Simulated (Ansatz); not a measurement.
## SnS2: uniaxial stress, 3 GPa tension along x

The parent structure is SnS₂ (space group Fd-3m, No. 227; a = 10.3580 Å; a cell from a computed database, its experimental status unchecked). Axes: x, y, z lie along the cube axes.

It is then changed as follows: uniaxial stress, 3 GPa tension along x; all other stress components relax to zero.

Calculations: DFT with PBEsol, PAW potentials and a 420 eV plane-wave cutoff in Ansatz (a first-principles code), spin-orbit coupling left out. k-mesh 5×5×5 (Γ-centred); smearing 0.05 eV (Fermi–Dirac).

- Volume per atom: 23.82 Å³ (base 23.15 Å³)
- Shortest interatomic distance: 2.560 Å (base 2.573 Å)
- Energy relative to the base (free energy F): +13 meV/atom
- Band gap: 0.93 eV (base 1.06 eV)
- Gap character: indirect, k = (0, 0.400, -0.400) in the run's primitive reciprocal basis → Γ
- Smallest direct gap: 0.99 eV (base 1.16 eV)
- Strain response (xx, yy, zz): (+6.15, −1.54, −1.54) %

Final structure:

```
SnS2
1.0
    0.00000     5.09930     5.09930
    5.49740     0.00000     5.09930
    5.49740     5.09930     0.00000
Sn S
4 8
Direct
  0.12500   0.62500   0.62500
  0.62500   0.62500   0.12500
  0.62500   0.12500   0.62500
  0.62500   0.62500   0.62500
  0.86623   0.38528   0.38528
  0.86472   0.88680   0.38377
  0.38528   0.86623   0.36320
  0.88680   0.86472   0.86472
  0.36320   0.38528   0.38528
  0.86472   0.38377   0.88680
  0.38528   0.36320   0.86623
  0.38377   0.86472   0.86472
```

Beyond what the load breaks, stability against distortions was not tested. Labels are those of the standard path for the cell's own space group.
